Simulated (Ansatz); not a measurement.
The starting structures come from a database of crystals and need not be the phases stable at ambient conditions.

The decay constant κ of evanescent states in the gap governs leakage through a thin film.

```
LiH2N
1.0
    4.93582     0.00000     0.00000
    0.00000    10.19793     0.00000
    2.46791     5.09896     2.46791
Li H N
4 8 4
Direct
  0.50000   0.25000   0.00000
  0.50000   0.00663   0.00000
  0.50000   0.49337   0.00000
  0.00000   0.00000   0.00000
  0.08223   0.54067   0.16654
  0.24877   0.54156   0.66900
  0.91777   0.70721   0.83346
  0.75123   0.21056   0.33100
  0.11701   0.42274   0.53978
  0.65679   0.69427   0.22620
  0.88299   0.96252   0.46022
  0.34321   0.92047   0.77380
  0.01494   0.88474   0.46166
  0.47660   0.13020   0.50846
  0.98506   0.34640   0.53834
  0.52340   0.63866   0.49154
```

Space group of this cell: I-4. The cell is taken as given; by PBEsol its mean pressure is 1.3 GPa.

Transport runs along the normal of the first two printed cell vectors, the (100) plane of the conventional cell.

The gap is the functional's own. No spin-orbit coupling. Mid-gap values are interpolated on the energy grid.

Problem. Compute, with PBEsol (Ansatz, a first-principles code), the band gap and the smallest decay constant κ at mid-gap.

Solution. Gap 3.25 eV on a 12×12×12 mesh; κ = 0.390 1/Å, at the zone centre.
